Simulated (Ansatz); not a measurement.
A computed series for hypothetical simple cubic Cr: pressure series

Start from Cr in the simple cubic structure (space group Pm-3m, No. 221; a = 2.3403 Å; non-magnetic; a hypothetical phase, not in the database extracts checked).

Cell and atoms are relaxed at each pressure.

Level of theory: plane-wave PAW DFT at the PBE level (Ansatz, an electronic-structure program, 420 eV), spin-orbit coupling left out.

Notes on the quantities. enthalpy: H = E + PV relative to the base's energy.

```
change            lattice parameter a       enthalpy
----------------  -------------------  -------------
base                          2.340 Å              –
pressure −2 GPa               2.349 Å  -0.16 eV/atom
pressure −1 GPa               2.344 Å  -0.08 eV/atom
pressure 0.3 GPa              2.339 Å  +0.02 eV/atom
pressure 0.7 GPa              2.337 Å  +0.06 eV/atom
pressure 1.5 GPa              2.334 Å  +0.12 eV/atom
pressure 3 GPa                      …  +0.24 eV/atom
pressure 5 GPa                2.321 Å  +0.39 eV/atom
pressure 7.5 GPa              2.312 Å  +0.59 eV/atom
pressure 10 GPa               2.303 Å  +0.78 eV/atom
```

**Question.** What belongs in the blanks?

**Answer.** 
- pressure 3 GPa, lattice parameter a: 2.328 Å

Load acts through the strain it causes; cell and atoms are relaxed under it. No phonon test of stability was made. Competing high-pressure phases were not computed. Starting moments died away, wholly or in part, for the base; another magnetic solution may exist. The final runs are not spin-polarised.
